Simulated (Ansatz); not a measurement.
Start from Nb in the bcc (W type) structure (space group Im-3m, No. 229; a = 3.248 Å; relaxed with 0.1 eV smearing).

Calculations: DFT with LDA, PAW potentials and a 420 eV plane-wave cutoff in Ansatz (a first-principles code), no SOC.

Base values:

The pressure is 0.0 GPa.

The change: the cell is scaled by 1.0050 in all directions, atoms relaxed at fixed cell.

Problem. Predict the new energy relative to the base and pressure.

Solution. The energy goes up by 2.3 meV/atom; the pressure goes from zero to -2.8 GPa.

The cells carry an imposed strain or load. Whether these cells are dynamically stable was not tested. All final runs are without spin polarisation.
